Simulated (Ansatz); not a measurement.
**A computed series for AlAs: pressure series**

Base system: AlAs in the zinc blende structure (space group F-43m, No. 216).

```yaml
crystal:
  lattice:
    - [0.00000, 2.86422, 2.86422]
    - [2.86422, 0.00000, 2.86422]
    - [2.86422, 2.86422, 0.00000]
  atoms:
    - { symbol: As, position: [0.75000, 0.75000, 0.75000] }
    - { symbol: Al, position: [0.00000, 0.00000, 0.00000] }
```

Cell and atoms are relaxed at each pressure.

Computed with DFT with PBE, PAW potentials and a 420 eV plane-wave cutoff in Ansatz (a first-principles code), no SOC.

Candidates:
(a) pressure 30 GPa
(b) pressure 1.8 GPa
(c) pressure 60 GPa
(d) pressure −1 GPa

Base values:

```
Item        Value
--------  -------
Band gap  1.50 eV
```

Question: Order them by band gap, lowest first.

Answer: (c) pressure 60 GPa (0.60 eV), (a) pressure 30 GPa (0.97 eV), (b) pressure 1.8 GPa (1.46 eV), (d) pressure −1 GPa (1.53 eV)

Load acts through the strain it causes; cell and atoms are relaxed under it. Stability against distortions was not tested. Measured, AlAs leaves this structure (for the NiAs type) near 12 GPa (temperature not stated; as listed in Datta, Sujoy, Jana, Debnarayan, arXiv (2020)), on rising pressure, with hysteresis.
